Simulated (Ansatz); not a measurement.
Reference: BN (P6_3mc), r2SCAN, rigid bands (plane waves, PAW, scalar-relativistic; Ansatz, a quantum-chemistry and plane-wave program); geometry: cell and atoms relaxed with PBEsol.

```cif
data_B2N2
_chemical_formula_sum 'B2 N2'
_space_group_name_H-M_alt 'P63mc'
_space_group_IT_number 186
_space_group_name_Hall 'P 6c -2c'
_cell_length_a 2.54101
_cell_length_b 2.54101
_cell_length_c 4.20329
_cell_angle_alpha 90.000
_cell_angle_beta 90.000
_cell_angle_gamma 120.000
loop_
_atom_site_label
_atom_site_type_symbol
_atom_site_symmetry_multiplicity
_atom_site_Wyckoff_symbol
_atom_site_fract_x
_atom_site_fract_y
_atom_site_fract_z
_atom_site_occupancy
B1 B 2 b 0.33333 0.66667 0.00027 1
N1 N 2 b 0.33333 0.66667 0.37473 1
```

- band gap: 5.74 eV
- electron conductivity mass: 0.41 mₑ
- hole conductivity mass: 0.92 mₑ
- Seebeck coefficient, n-type 1e19 cm⁻³: -247 μV/K

### Question
Replace B by Al on the same sites and relax. What happens?

### Answer
AlN (P6_3mc): volume per atom 5.9 to 10.5 Å³; band gap falls (5.74 eV to 4.82 eV); electron conductivity mass falls (0.41 mₑ to 0.31 mₑ); hole conductivity mass rises (0.92 mₑ to 1.00 mₑ); Seebeck coefficient, n-type 1e19 cm⁻³ falls in size (-247 μV/K to -159 μV/K).

### Question
Replace B by Ga on the same sites and relax. What happens?

### Answer
GaN (P6_3mc): volume per atom 5.9 to 11.4 Å³; band gap falls (5.74 eV to 2.35 eV); electron conductivity mass falls (0.41 mₑ to 0.193 mₑ); hole conductivity mass rises (0.92 mₑ to 1.51 mₑ); Seebeck coefficient, n-type 1e19 cm⁻³ falls in size (-247 μV/K to -111 μV/K).

Moves up to 5 % count as about the same. Masses are for dilute carriers at 300 K, harmonic means over directions unless an axis is named. Seebeck coefficients are for the stated density at 300 K, with one relaxation time for all states and whether or not that doping can be reached. Spin-orbit coupling is left out.
